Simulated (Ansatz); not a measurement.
Start from HfTe₂ in the rutile structure (space group P4_2/mnm, No. 136; a = 6.9085 Å, c = 3.9209 Å; a hypothetical phase, not in the database extracts checked).

Calculations: PBEsol (Ansatz, a program for electronic structure, PAW, without spin-orbit coupling).

Before the change:

```
Quantity    Value
--------  -------
Pressure  0.0 GPa
Band gap     zero
```

Now apply this change: the cell is scaled by 1.0043 in all directions, atoms relaxed at fixed cell.

Q: What happens to the energy relative to the base, pressure and band gap?

A: The energy increases by 0.9 meV/atom; the pressure (mean of the normal stresses, compression positive) goes from zero to -0.7 GPa; the band gap remains zero.

With Hf and Te present, leaving out spin-orbit coupling can change the band edges. The cells carry an imposed strain or load. No phonon test of stability was made. All final runs are without spin polarisation. The zero or small gap of HfTe2 can change with the level of theory.
